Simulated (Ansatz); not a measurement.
Functionals compared on the (310) surface of fcc Al in its 1x1 cell, outermost plane spacing 0.64 Å in the ideal cut, in Ansatz (plane waves, PAW). The structure was relaxed with PBE; the other rows are single points on it, each with its references at the same level. Cutoff 420 eV (500 eV for r2SCAN).

Set-up: 17 atoms, 10.2 Å thick at the start (thin: gaps and levels are the slab's own); mesh 9x6x1; 0.1 eV smearing; dipole correction on; all atoms relaxed; start symmetry kept, larger cells not searched; no spin, no spin-orbit, no U. These notes are the PBE run's.

| functional | surface energy (J/m²) | work function of the top face (eV) | rough cost of the single point |
|---|---|---|---|
| PBE | 1.02 | 4.23 | – |
| LDA | 1.20 | 4.38 | about 60 core-seconds (a rough figure) |
| PBEsol | 1.19 | 4.27 | roughly 60 core-seconds |
| RPBE | 0.93 | 4.16 | roughly 60 core-seconds |
| r2SCAN | 1.16 | 4.31 | roughly 2.2 core-minutes |

Ansatz is a quantum-chemistry and plane-wave program.
